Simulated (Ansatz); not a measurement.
## Response to strain in hypothetical Pm-3n BN

Base system: BN (space group Pm-3n, No. 223; a hypothetical phase, not in the database extracts checked).

```yaml
crystal:
  lattice:
    - [4.44018, 0.00000, 0.00000]
    - [0.00000, 4.44018, 0.00000]
    - [0.00000, 0.00000, 4.44018]
  atoms:
    - { symbol: B, position: [0.25000, 0.00000, 0.50000] }
    - { symbol: B, position: [0.50000, 0.25000, 0.00000] }
    - { symbol: B, position: [0.50000, 0.75000, 0.00000] }
    - { symbol: B, position: [0.75000, 0.00000, 0.50000] }
    - { symbol: B, position: [0.00000, 0.50000, 0.75000] }
    - { symbol: B, position: [0.00000, 0.50000, 0.25000] }
    - { symbol: N, position: [0.25000, 0.50000, 0.00000] }
    - { symbol: N, position: [0.00000, 0.25000, 0.50000] }
    - { symbol: N, position: [0.00000, 0.75000, 0.50000] }
    - { symbol: N, position: [0.75000, 0.50000, 0.00000] }
    - { symbol: N, position: [0.50000, 0.00000, 0.75000] }
    - { symbol: N, position: [0.50000, 0.00000, 0.25000] }
```

Cartesian axes are those of the cell as printed.

Strains are applied to the cell and any free atomic positions relax; under biaxial strain the out-of-plane vector relaxes too; under stress the whole cell relaxes.

Levels (all Ansatz, a quantum-chemistry and plane-wave program, PAW): PBE (420 eV, without spin-orbit coupling); PBEsol (420 eV, no spin-orbit coupling).

The base cell above is that of PBE; each level relaxes its own structures.

```csv
case,"shift of the gap caused by the change, PBE","shift of the gap caused by the change, PBEsol"
"biaxial strain −3.61 %, plane normal [001], relaxed out of plane",-0.38 eV,…
isotropic strain −1.56 %,+0.02 eV,+0.01 eV
uniaxial strain ε_zz = −2.66 %,-0.42 eV,-0.45 eV
"uniaxial stress, 0.5 GPa tension along z",-0.01 eV,…
```

Task: Complete the table.

Result: 
- biaxial strain −3.61 %, plane normal [001], relaxed out of plane, shift of the gap caused by the change, PBEsol: -0.41 eV
- uniaxial stress, 0.5 GPa tension along z, shift of the gap caused by the change, PBEsol: -0.01 eV

The two levels differ by at most about 0.03 eV. They put the cases in the same order.

Stability under load was not tested beyond the relaxation.
